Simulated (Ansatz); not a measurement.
Take SiO2 in the rutile structure (space group P4_2/mnm, No. 136; a = 4.195 Å, c = 2.678 Å) as the base. Axes: x, y, z lie along a, b, c of the conventional cell.

Computed with plane-wave PAW DFT at the PBEsol level (Ansatz, a first-principles code, 420 eV), scalar-relativistic without spin-orbit coupling.

Base values:

| Item | Result |
|---|---|
| Valley order | Γ 5.35 eV; A (1/2, 1/2, 1/2) 6.97 eV |
| Valence-band top at Γ | 0.00, -0.88, -0.88 eV |
| Hole mass | 1.8 mₑ along c, 1.1 mₑ across (at Γ) |

The change: the cell is compressed by 3.00 % along z with no lateral relaxation; the atoms relax in the strained cell.

Predict the new valley order, energy relative to the base, valence-band top at Γ and hole mass.

The valley order (the lowest conduction-band minima on the path, energy above the VBM, named in the base's zone) changes from Γ 5.35 eV; A (1/2, 1/2, 1/2) 6.97 eV to Γ 5.99 eV; A (1/2, 1/2, 1/2) 7.22 eV; the energy goes up by 17 meV/atom; the valence-band top at Γ (three highest levels, from the VBM) changes from 0.00, -0.88, -0.88 eV to 0.00, -0.93, -0.93 eV; the hole mass goes from 1.8 mₑ along c, 1.1 mₑ across (at Γ) to 2.0 mₑ along z, 1.1 mₑ across (at Γ).

The levels and masses belong to the bands next to the band gap. Effective masses come from finite differences of ±0.01 Å⁻¹. No phonon test of stability was made.
